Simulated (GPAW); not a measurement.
Band structure of MgCdS2 (P4/mmm, 4 atoms in the cell).

```
CELL_PARAMETERS angstrom
      3.80768     0.00000     0.00000
      0.00000     3.80768     0.00000
      0.00000     0.00000     5.38570
ATOMIC_POSITIONS crystal
  Mg 0.50000 0.50000 0.50000
  Cd 0.00000 0.00000 0.00000
  S  0.00000 0.00000 0.50000
  S  0.50000 0.50000 0.00000
```

Method of the run: PBEsol, GPAW PAW datasets PBEsol (made by gpaw-setup) (plane waves; GPAW).

Settings: mode = pw; ecut = 800 eV; xc = PBEsol; kpts = 5 5 3; mesh shift (steps) = 0 0 0; occupations.name = fermi-dirac; occupations.width = 0 eV; nbands = -6; convergence.density = 1e-05 e/electron; convergence.bands = -4; symmetry.symmorphic = false; symmetry.tolerance = 0.0005; maxiter = 120; bandpath_npoints = 40.

The starting cell comes from a database of computed structures (which also holds hypothetical and non-ambient phases and stackings), without a prior relaxation at this level.

**Question.** Predict the gap along the standard path and the places of the band edges.

**Answer.** The gap along the path is 0.08 eV, from R to M; the smallest direct gap on it is 1.26 eV.

Levels in eV from the top of the valence band on the SCF mesh, bands 14 to 21:
```
point     14     15     16     17    18    19    20    21
-----  -----  -----  -----  -----  ----  ----  ----  ----
Γ      -2.07  -0.57  -0.56  -0.56  0.70  2.27  4.80  8.26
X      -2.70  -2.15  -1.01   0.09  4.67  4.73  5.90  6.27
M      -2.15  -2.06  -2.06  -1.98  0.29  2.07  4.99  4.99
Z      -1.52  -1.52  -1.16  -1.16  3.36  4.01  5.21  6.81
R      -0.92  -0.82   0.12   0.21  3.56  3.67  5.91  6.04
A      -3.08  -3.08  -2.89  -2.60  3.72  4.36  6.82  7.02
```
